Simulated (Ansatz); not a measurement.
System: BN (Fmm2, No. 42, 2 atoms in the cell; start mp-685145; a measured phase of this formula has another space group). Method: PBE0 (PAW; Ansatz, a quantum-chemistry and plane-wave program).

The input as run:

Ansatz 0.2 input:
```yaml
crystal:
  lattice:
    - [0.0, 3.4785015728, 2.1645134546]
    - [1.2508489163, 0.0, 2.1645134546]
    - [1.2508489163, 3.4785015728, 0.0]
  atoms:
    - { symbol: B, position: [0.0000756558, 0.0000756558, 0.9999243442] }
    - { symbol: N, position: [0.6666243442, 0.6666243442, 0.3333756558] }
kpoints:
  mp_grid: { grid: [10, 10, 10] }
hamiltonian:
  xc: pbe0
  pseudopotentials: { kind: paw }
  dispersion: none
scf:
  occupations: { method: gaussian, width: 0.02 }
output:
  forces: true
  stress: true
  eigenvalues: true
basis:
  ecutwfc: 500
  ecutrho_ratio: 4
  xc_grid: 2
magnetization:
  spin_polarized: false
```

Excerpt of the program's output:

```
WARN output.stress: scf.convergence.dr2_threshold = 1e-7 eV (the SCF's general default) is looser than the 2e-10 eV advised for a printed stress (1e-10 eV for …
WARN output.stress: scf.exx.energy_threshold = 1e-6 eV is looser than the 2e-8 eV advised for a stress under a hybrid functional (1e-8 eV for each atom of the …
Crystal: 2 atoms, lattice volume = 18.836 Å³
Basis set: ecut = 500 eV, 499 PW (Γ), exchange–correlation on 60×40×54 points (8 copies of the dense FFT grid, shifted against one another)
Bands: 8, of which v1, the nominal top of the filled ones, is band 4 counted from 1 (3 counted from 0)
Symmetry: 4 space group operations
Space group: Fmm2 (ITA 42), of the structure as read, at distance tolerance 2.7e-5 Å
k-points: 171 of 1000 (time reversal used)
Functional: x = pbe(κ = 0.804, μ = 0.2195149727645171), c = pbe(β = 0.06672455060314922), warm-up for x = 0.75 pbe(κ = 0.804, μ = 0.2195149727645171) + 0.25 exact, c = pbe(β = 0.06672455060314922)
SCF iter   1: F=—  HF=-542.415966 eV  |F-HF|=—  |Δ(HF+E_count)|=         —  Δρ=1.99e-3  dr2=2.59e-4
SCF iter   2: F=-542.416648 eV  HF=-542.416465 eV  |F-HF|=1.83e-4  |Δ(HF+E_count)|=   4.99e-4  Δρ=9.15e-4  dr2=3.27e-5
Crystal: 2 atoms, lattice volume = 18.836 Å³
Initial density: handed on by an earlier stage of this run
Functional: x = 0.75 pbe(κ = 0.804, μ = 0.2195149727645171) + 0.25 exact, c = pbe(β = 0.06672455060314922)
  ...
Crystal: 2 atoms, lattice volume = 18.836 Å³
SCF iter   3: F=—  HF=-542.641785 eV  |F-HF|=—  |Δ(HF+E_count)|=   2.35e-7  Δρ=1.03e-5  dr2=9.94e-9
SCF iter   4: F=-542.641785 eV  HF=-542.641785 eV  |F-HF|=2.51e-10  |Δ(HF+E_count)|=   7.54e-9  Δρ=3.15e-6  dr2=6.75e-10
SCF 3 converged in 4 iterations: F = -542.641785 eV  dr2 = 6.75e-10
Free energy (F): -542.641785 eV
Internal energy: -542.641785 eV  (E = F + TS)
E sigma→0 (E₀):  -542.641785 eV
Fermi energy:    6.092712 eV
--- Stress (GPa, compression-positive) ---
       -2.289255       0.000000       0.000000
        0.000000       1.402604       0.000000
        0.000000       0.000000      -2.277129
  P = ⅓ Tr σ = -1.0546 GPa (-10.546 kbar)
```

The PAW data were made under PBE.

Note: cell and atoms aren't relaxed at this level (pressure -1.1 GPa). Note: the cell has widely spaced layers and the level no dispersion term, so their spacing and the moduli can rest on weak binding.

A start named mp-… is a Materials Project structure, which need not be a measured phase.
